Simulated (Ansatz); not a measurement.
We consider LaN (P4/nmm, No. 129, 4 atoms in the cell; start mp-1018049; a measured phase of this formula has another space group), described by r²SCAN+SOC (Ansatz, a program for electronic structure, plane waves, PAW).

Settings: plane-wave cutoff 560 eV, 8×8×10 k mesh (along the axes of the cell as run), Fermi–Dirac smearing 0.01 eV, PAW data made under PBE.

Cell (relaxed with PBEsol):

```
CELL_PARAMETERS angstrom
      4.38966     0.00000     0.00000
      0.00000     4.38966     0.00000
      0.00000     0.00000     3.61243
ATOMIC_POSITIONS crystal
  La 0.50000 0.00000 0.27757
  La 0.00000 0.50000 0.72243
  N  0.50000 0.50000 0.00000
  N  0.00000 0.00000 0.00000
```

Problem. What does this level give for the band gap and smallest direct gap on the k points sampled?

Solution. 
* **band gap**: 1.71 eV (indirect)
* **smallest direct gap on the k points sampled**: 1.94 eV

Note: cell and atoms aren't relaxed at this level (largest force component 0.14 eV/Å, pressure 3.9 GPa).

Computed values are for the static lattice.

A start named mp-… is a Materials Project structure, which need not be a measured phase.
